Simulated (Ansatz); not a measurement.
Consider GaN in the zinc blende structure (space group F-43m, No. 216; a = 4.455 Å). Axes: x, y, z lie along the cube axes.

Computed with LDA, PAW, 420 eV (Ansatz, a program for electronic structure; no SOC).

Base values:

The electron mass is 0.18 mₑ (at Γ). The band gap is 1.96 eV.

Modification: tensile biaxial strain of 3.00 % in the plane normal to [001], as in epitaxy on a mismatched substrate; the out-of-plane cell vector and the atoms relax.

Task: Estimate the effect on the out-of-plane strain, electron mass and band gap.

Result: The out-of-plane strain comes out as -3.42 %; the electron mass changes from 0.18 mₑ (at Γ) to 0.15 mₑ out of plane, 0.17 mₑ in plane (at Γ); the band gap drops by 0.35 eV, from 1.96 eV to 1.61 eV.

Effective masses come from finite differences of ±0.01 Å⁻¹. Stability against distortions was not tested. This is not the structure that GaN has at room temperature and ambient pressure.
